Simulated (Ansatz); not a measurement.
**Variants of one calculation on Na2PdSe2 (Cmc2_1, 10 atoms in the cell)**

```yaml
crystal:
  lattice:
    - [1.89114, -5.44791, 0.00000]
    - [1.89114, 5.44791, 0.00000]
    - [0.00000, 0.00000, 11.52030]
  atoms:
    - { symbol: Na, position: [0.43652, 0.56348, 0.62757] }
    - { symbol: Na, position: [0.56348, 0.43652, 0.12757] }
    - { symbol: Na, position: [0.82508, 0.17492, 0.90640] }
    - { symbol: Na, position: [0.17492, 0.82508, 0.40640] }
    - { symbol: Pd, position: [0.13553, 0.86447, 0.74839] }
    - { symbol: Pd, position: [0.86447, 0.13553, 0.24839] }
    - { symbol: Se, position: [0.72226, 0.27774, 0.62688] }
    - { symbol: Se, position: [0.27774, 0.72226, 0.12688] }
    - { symbol: Se, position: [0.54722, 0.45278, 0.86876] }
    - { symbol: Se, position: [0.45278, 0.54722, 0.36876] }
```

Base run A: HSE06, default PAW files made with PBE in Ansatz (a first-principles code), self-consistent single point.

Its settings: basis.ecutwfc = 420 eV; kpoints.mp_grid.grid = 3 3 1; hamiltonian.xc = hse06; hamiltonian.pseudopotentials = {kind: paw} (the program's default PAW files); scf.occupations.method = fixed.

The starting cell comes from a database of computed structures (which also holds hypothetical and non-ambient phases and stackings), without a prior relaxation at this level. Its lattice was rescaled by a random factor within 2.5 % of one. Ansatz's pressure includes its estimate of the finite-basis (Pulay) stress. Another mesh or the band path of this cell gives a smaller gap, so this value is not converged in the mesh.

ΔF is the free energy per atom less that of run A. A dash stands where there is no value to compare (another energy zero or no entropy term, no result, no spin, no clean gap, or a mesh too coarse for one). Absolute energies have different zeros for different potentials, functionals, Hubbard and dispersion terms and are not compared across them.

Runs:
- B: hamiltonian.xc: hse06 → pbesol [PBEsol]
- C: hamiltonian.xc: hse06 → pbe0 [PBE0]
- D: scf.convergence.dr2_threshold: default (1e-07 eV) → 1e-10 eV
- E: scf.mixing.algorithm: default (the program chose MSR1) → anderson; scf.mixing.beta: default → 1
- F: scf.mixing.algorithm: default (the program chose MSR1) → broyden

| run | ΔF (meV/atom) | pressure (GPa) | largest force (eV/Å) | gap on the mesh (eV) |
|---|---|---|---|---|
| A | 0.00 | -2.89 | 0.638 | 1.902 |
| B | – | -3.68 | 0.720 | 0.912 |
| C | – | -2.92 | 0.637 | 2.599 |
| D | 0.00 | -2.89 | 0.638 | 1.902 |
| E | 0.00 | -2.89 | 0.638 | 1.902 |
| F | 0.00 | -2.89 | 0.638 | 1.902 |

Run C against A: The pressure hardly changes (-2.89 to -2.92 GPa), the largest force hardly changes (0.638 to 0.637 eV/Å) and the gap on the mesh goes from 1.902 to 2.599 eV.

Run B against A: The pressure goes from -2.89 to -3.68 GPa, the largest force goes from 0.638 to 0.720 eV/Å and the gap on the mesh goes from 1.902 to 0.912 eV.

Keys are those of Ansatz 0.2.
